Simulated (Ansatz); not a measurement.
The starting structures come from a database of crystals and need not be the phases stable at ambient conditions.

Tunnelling through a barrier is set by its complex band structure: the current falls as exp(−2κd) with the smallest κ.

Data:

```yaml
crystal:
  lattice:
    - [3.75611, 0.00000, 0.00000]
    - [0.00000, 6.30524, 0.00000]
    - [0.00000, 3.15262, 3.15262]
  atoms:
    - { symbol: La, position: [0.73851, 0.50000, 0.50000] }
    - { symbol: La, position: [0.26149, 0.00000, 0.50000] }
    - { symbol: N, position: [0.00000, 0.50000, 0.00000] }
    - { symbol: N, position: [0.00000, 0.00000, 0.00000] }
```

Space group of this cell: P4/nmm. The cell is taken as given; by r2SCAN its mean pressure is -0.9 GPa.

Transport runs along the normal of the first two printed cell vectors, the (110) plane of the conventional cell.

The gap is the functional's own, uncorrected, and κ follows it; spin-orbit coupling is left out. Mid-gap values are interpolated between the computed energies.

**Question.** Compute, with r2SCAN run with Ansatz (a first-principles code), the band gap and the smallest decay constant κ at mid-gap.

**Answer.** Gap 1.98 eV on a 8×10×10 mesh; κ = 0.210 1/Å, at the zone centre.
